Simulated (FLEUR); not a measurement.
A self-consistent single point of RePt (R-3m, 2 atoms in the cell) with FLEUR.

Level of theory: PBEsol, all-electron FLAPW (FLEUR), scalar-relativistic valence.

```xyz
2
Lattice="1.3862 0.8003 4.5727 -1.3862 0.8003 4.5727 0.0000 -1.6006 4.5727" Properties=species:S:1:pos:R:3 pbc="T T T"
Re     0.0000     0.0000     6.8591
Pt     0.0000     0.0000     0.0000
```

Reference input (self-consistent single point, DFT, LDA (Perdew-Zunger), all-electron FLAPW (FLEUR), scalar-relativistic valence): Kmax = 4.1 1/bohr; GmaxXC = 14.3 1/bohr; xcFunctional = pz; jspins = 1; l_soc = F; mode = hist; fermiSmearingEnergy = 0.00499791 Htr; mesh (inpgen div1-3) = 15 15 15; inpgen gamma flag = false; Gmax = 14.3 1/bohr; numbands = 0; maxIterBroyd = 15. This run's input differs from it in these lines:

```diff
@@ -14,3 +14,3 @@
 &comp jspins=1 /
-&exco xctyp='pz' /
+&exco xctyp='PBEs' /
 &kpt div1=15 div2=15 div3=15 /
@@ -27,3 +27,3 @@
       <coreElectrons ctail="T" frcor="F" kcrel="0" coretail_lmax="0"/>
-      <xcFunctional name="pz" relativisticCorrections="F"/>
+      <xcFunctional name="PBEs" relativisticCorrections="F"/>
       <magnetism jspins="1"/>
```

Output, abridged:

```
 Iteration:     1   Distance:      27.68755193 me/bohr^3
 Iteration:     2   Distance:      19.02100325 me/bohr^3
 Iteration:     3   Distance:      12.25734603 me/bohr^3
 Iteration:     4   Distance:       6.83583068 me/bohr^3
 Iteration:     5   Distance:       5.18957519 me/bohr^3
   [... 11 lines left out ...]
 Iteration:    17   Distance:       0.00022333 me/bohr^3
 Iteration:    18   Distance:       0.00009218 me/bohr^3
 Iteration:    19   Distance:       0.00003636 me/bohr^3
 Iteration:    20   Distance:       0.00000436 me/bohr^3
 Run finished successfully
 Stop message:
   Structural relaxation: Done

[file out, last iteration]
             iter=     21
[...]
          total density-effective poten   -6.1542784331E+04
          total charge density-energy d   -6.8047244573E+02
 Updated energy parameters for spin:           1
[...]
 fermi energy and band-weighting factors:

[...]
FERMIE:
          first approx. to ef    (T=0)  :   0.601310 htr   (energy of the highest occ. eigenvalue)
          number of occ. states  (T=0)  :       5359
          first approx. to seigv (T=0)  : -10.759118 htr
          sum of weights of occ. states :  15.501333
          sum of semicore charge        :   0.000000 e
FERHIS:  Fermi-Energy by histogram:
          bandgap                     :   0.000204 htr
   [... lines left out ...]
          charge neutrality (T=0)     :   0.002667    (zero if the highest occ. eigenvalue is "entirely" occupied)
     EF_NEWTON:  Adjust Fermi-Energy by Newton-Method.
 Direct bandgap for spin            1 :    6.2678933677844384E-003  Htr
 ---->    free energy=                    -35154.7870219756 htr
   [... lines left out ...]
      extrapolation for T->0
 ---->    total electron energy=          -35154.7851084733 htr
 ***** TOTAL FORCES ON ATOMS *****
 TOTAL FORCE FOR ATOM TYPE=  1  X=  0.000   Y=  0.000   Z= 12.962
                       FX_TOT= 0.000000 FY_TOT= 0.000000 FZ_TOT= 0.000000
 TOTAL FORCE FOR ATOM TYPE=  2  X=  0.000   Y=  0.000   Z=  0.000
                       FX_TOT= 0.000000 FY_TOT= 0.000000 FZ_TOT= 0.000000
 Structural relaxation: Done
```

The run converged in 20 iterations. FLEUR gives forces in its relaxation mode, with a further iteration, so its stop message speaks of a relaxation. 

The starting cell comes from a database of computed structures (which also holds hypothetical and non-ambient phases and stackings), without a prior relaxation at this level. Spin-orbit coupling is off. Spin polarisation is off. Values depend on the basis (sphere radii, cutoffs, local orbitals), which need not be converged. The log's line on a gap gives a spacing of levels on this mesh, which the program prints for metals too.

Cost on one core of a shared machine: roughly 7 min.
